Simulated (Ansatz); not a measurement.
Consider CdS in the wurtzite structure (space group P6_3mc, No. 186; a = 4.124 Å, c = 6.708 Å). Axes: x lies along a and z along c of the hexagonal cell.

Method: PBEsol (Ansatz, an electronic-structure program; PAW; 420 eV plane waves; spin-orbit coupling left out).

Before the change:

The valence-band top at Γ is 0.00, 0.00, -0.05 eV.

It is then changed as follows: tensor shear ε_xz = +2.00 % (engineering shear γ = 0.0400), atoms relaxed at fixed cell.

**Question.** What does the calculation give for the valence-band top at Γ and energy relative to the base after the change?

**Answer.** The valence-band top at Γ (three highest levels, from the VBM) changes from 0.00, 0.00, -0.05 eV to 0.00, -0.05, -0.14 eV; the energy grows by 1.9 meV/atom.

The levels and masses belong to the bands next to the band gap. The cells carry an imposed strain or load. Stability against distortions was not tested.
